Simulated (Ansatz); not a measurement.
Ansatz (an electronic-structure program) run on Co₃Bi (Pm-3m, 4 atoms in the cell): self-consistent single point.

Level of theory: revPBE, default PAW files made with PBE (plane waves; Ansatz).

```yaml
crystal:
  lattice:
    - [3.75884, 0.00000, 0.00000]
    - [0.00000, 3.75884, 0.00000]
    - [0.00000, 0.00000, 3.75884]
  atoms:
    - { symbol: Co, position: [0.00000, 0.50000, 0.50000], spin: 3.0 }
    - { symbol: Co, position: [0.50000, 0.50000, 0.00000], spin: 3.0 }
    - { symbol: Co, position: [0.50000, 0.00000, 0.50000], spin: 3.0 }
    - { symbol: Bi, position: [0.00000, 0.00000, 0.00000] }
```
(The spins are starting values, not results.)

Reference input (self-consistent single point, DFT, revPBE, plane waves, default PAW files made with PBE): basis.ecutwfc = 30.9 Ry; kpoints.mp_grid.grid = 6 6 6; hamiltonian.xc = revpbe; hamiltonian.pseudopotentials = {kind: paw} (the program's default PAW files); magnetization.spin_polarized = true; scf.occupations.method = cold; scf.occupations.width = 0.02 Ry. This run's input differs from it in these lines:

Ansatz 0.2 input:
```diff
@@ -11,3 +11,3 @@
 basis:
-  ecutwfc: 30.9 Ry
+  ecutwfc: 21.7 Ry
 kpoints:
```

Output (repeated stretches shortened):

```
SCF iter   1: F=—  HF=-27789.938300 eV  |F-HF|=—  |Δ(HF+E_count)|=         —  Δρ=1.49e-1 (↑1.49e-1 ↓1.22e-1)  dr2=1.09e0  dr2_m=8.75e0  M=4.509 μB ∫|m|=4.877 μB  β_m=0.30  ethr=1.63e-3  ⟨swp⟩=1.1  Hψ=8809  notcnv=0
Mixer restart at iter 1: flushing history
all-band conjugate gradients solve this SCF's bands
preconditioner: auto → Kerker (q_TF=auto, 2.829 Å⁻¹)
spin=Collinear: Kerker preconditioning applied to the charge; magnetization (m = ρ↑ − ρ↓) channel mixes plain (no charge-response kernel on spin).
   [... lines left out ...]
SCF iter  27: F=-27792.463354 eV  HF=-27792.463354 eV  |F-HF|=1.10e-9  |Δ(HF+E_count)|=   3.28e-8  S|Δr|=    0.00e0  Δρ=8.16e-6 (↑8.16e-6 ↓5.27e-6)  dr2=5.23e-9  dr2_m=2.01e-8  M=0.948 μB ∫|m|=1.098 μB  β_m=0.93  ethr=3.32e-11  ⟨swp⟩=3.4  Hψ=4286  notcnv=0
SCF iter  28: F=-27792.463354 eV  HF=-27792.463354 eV  |F-HF|=7.64e-11  |Δ(HF+E_count)|=   1.38e-8  S|Δr|=    0.00e0  Δρ=1.51e-6 (↑1.31e-6 ↓1.51e-6)  dr2=1.05e-10  dr2_m=8.90e-10  M=0.949 μB ∫|m|=1.099 μB  ethr=7.93e-12  ⟨swp⟩=3.4  Hψ=4336  notcnv=0
SCF 1 converged in 28 iterations: F = -27792.463354 eV  dr2 = 1.05e-10
Crystal: 4 atoms, lattice volume = 53.108 Å³
Initial density: read from a saved state, or passed on in memory by an earlier SCF of this step, an earlier step, the calling program or the single point that …
Starting moments: Σ|m| = 9 μB on 3 of 4 sites; this step starts from the density that it was given
Initial wavefunctions: those read from a saved state, or passed on in memory by an earlier step or the calling program
iter 1 solved again at ethr=6.15e-6 eV; its pass at ethr=3.10e-3 eV (dr2=4.06e-3 eV) is discarded
SCF iter   1: F=—  HF=-27792.597231 eV  |F-HF|=—  |Δ(HF+E_count)|=         —  Δρ=3.80e-3 (↑2.95e-3 ↓3.80e-3)  dr2=4.06e-3  dr2_m=2.02e-3  M=0.921 μB ∫|m|=1.084 μB  β_m=0.30  ethr=6.15e-6  ⟨swp⟩=1.0  Hψ=5894  notcnv=0
   [... lines left out ...]
preconditioner: auto → Kerker (q_TF=auto, 2.829 Å⁻¹)
spin=Collinear: Kerker preconditioning applied to the charge; magnetization (m = ρ↑ − ρ↓) channel mixes plain (no charge-response kernel on spin).
iter 13 did not close the SCF: its close was put off for a magnetic moment that had not settled (scf_convergence_deferred on its scf_iter line)
iter 14 did not close the SCF: its close was put off for a magnetic moment that had not settled (scf_convergence_deferred on its scf_iter line)
Crystal: 4 atoms, lattice volume = 53.108 Å³
preconditioner: auto → Kerker (q_TF=auto, 2.829 Å⁻¹)
spin=Collinear: Kerker preconditioning applied to the charge; magnetization (m = ρ↑ − ρ↓) channel mixes plain (no charge-response kernel on spin).
Crystal: 4 atoms, lattice volume = 53.108 Å³
preconditioner: auto → Kerker (q_TF=auto, 2.829 Å⁻¹)
spin=Collinear: Kerker preconditioning applied to the charge; magnetization (m = ρ↑ − ρ↓) channel mixes plain (no charge-response kernel on spin).
   [... lines left out ...]
  atom   1  Co     0.00000000     0.00000000     0.00000000
   [... zero for the other atoms too ...]
--- Stress (GPa, compression-positive) ---
        5.162725      -0.000000       0.000000
        0.000000       5.162725       0.000000
        0.000000       0.000000       5.162725
  P = ⅓ Tr σ = 5.1627 GPa (51.627 kbar)
  The stress holds the Pulay correction. Without it, at fixed plane waves, as pw.x and ABINIT print it: P = -45.0967 GPa
```

The run converged, with 62 iterations in all over 4 SCF loops. Against the reference run the free energy rises by 501 meV/atom, the pressure goes from 6.71 to 5.16 GPa and the size of the net moment hardly changes (0.22 to 0.24 μB/atom). The full log also holds: “iter 14 did not close the SCF: its close was put off for a magnetic moment that had not settled (scf_convergence_deferred on its scf_iter line)”. The full log also holds: “iter 7 did not close the SCF: its close was put off for a magnetic moment that had not settled (scf_convergence_deferred on its scf_iter line)”.

The starting cell was generated: these elements placed on a structure prototype, without a prior relaxation; it need not be a known phase or ordering of this composition. Its lattice was rescaled by a random factor within 2.5 % of one. The moments shrank to a small part of their start, a low-spin state that need not be the lowest. Ansatz's pressure includes its estimate of the finite-basis (Pulay) stress. Without the estimate this run gives -45.10 GPa. The cutoff lies below the one recommended for these files.

Cost on one core of a shared machine: roughly 50 s.
